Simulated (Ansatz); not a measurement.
## How the band gap of SnSe (model structure, started from the zincblende type, F-43m, No. 216, 2 atoms in the cell) moves with the method

No measured value is used here.

```tsv
level (code)	value (eV)	cell (Å³/atom)
LDA (Ansatz)	0.00	36.84
PBE+SOC (Ansatz)	0.00	36.84
PBEsol+SOC (Ansatz)	0.00	36.84
PBE-D3(BJ) (Ansatz)	0.00	38.18
r²SCAN+SOC (Ansatz)	0.00	36.84
HSE06 (Ansatz)	0.17	36.84
```

Computed values are for a static lattice. Spin–orbit coupling is included only where a level's name says +SOC; with heavier elements it mostly lowers gaps and can invert bands. A gap of zero means that the bands touch or overlap; how far they overlap is not shown.  HSE06: PBE has no gap here, and a hybrid on a coarse mesh can open a false one. Values are at the PBEsol cell; PBE-D3(BJ) at the level's own relaxed cell. Cutoffs and k meshes differ between the levels. Ansatz's density-functional and Hartree–Fock values are scalar-relativistic unless marked +SOC, with PAW data made under PBE.

A model structure was made by putting elements into a prototype or built by hand; it is no filed structure, need not be a known phase, and can be a saddle point held by its symmetry.

Ansatz is a first-principles code.
